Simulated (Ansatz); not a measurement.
For YSiO (model structure, started from the ZrSiS type, P4/nmm, No. 129, 6 atoms in the cell), PBEsol (plane waves, PAW; Ansatz, a first-principles code) gives:

| Quantity | Result |
|---|---|
| equilibrium lattice constant a | 3.348 Å |
| lattice parameter c | 7.973 Å |
| bulk modulus | 132 GPa |
| cohesive energy | 6.43 eV/atom |

Task: What does r²SCAN (PAW; Ansatz) give for the same quantities?

Result: 
- lattice constant a: 3.367 Å (grows by 0.6 %)
- lattice parameter c: 8.053 Å (goes up by 1.0 %)
- bulk modulus: 131 GPa (stays essentially unchanged)
- cohesive energy: 6.06 eV/atom (decreases by 0.37 eV/atom)

Changes are worked out from the printed values.

Unless a cell is named, each level is at its own relaxed cell (PBEsol 14.89, r²SCAN 15.21 Å³/atom).

Caveats: the bulk modulus is −V dP/dV from two relaxed cells at ±2 % in volume (PBEsol, r²SCAN). Ansatz's density-functional and Hartree–Fock values are scalar-relativistic unless marked +SOC, with PAW data made under PBE.

A model structure was made by putting elements into a prototype or built by hand; it is no filed structure, need not be a known phase, and can be a saddle point held by its symmetry.
